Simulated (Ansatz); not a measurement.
The starting structures come from a database of crystals and need not be the phases stable at ambient conditions.

By PBEsol, the system below comes out a metal.

Without scattering a metal conducts by its projected Fermi surface.

Consider the following.

```yaml
crystal:
  lattice:
    - [4.79684, 0.00000, 0.00000]
    - [-2.39842, 4.15418, 0.00000]
    - [2.39842, 1.38473, 3.91660]
  atoms:
    - { symbol: K, position: [0.00000, 0.00000, 0.00000] }
```

Space group of this cell: Fm-3m, fcc (Cu type). The cell is taken as given.

The current flows along the normal of the first two printed cell vectors, the (111) plane of the conventional cell. No spin-orbit coupling; the value is a mean over 0.1 eV about the Fermi level.

Task: Estimate the ballistic conductance per area that PBEsol (Ansatz, a program for electronic structure) returns for this system.

Result: 0.32 × 10¹⁵ S/m² for both spins.
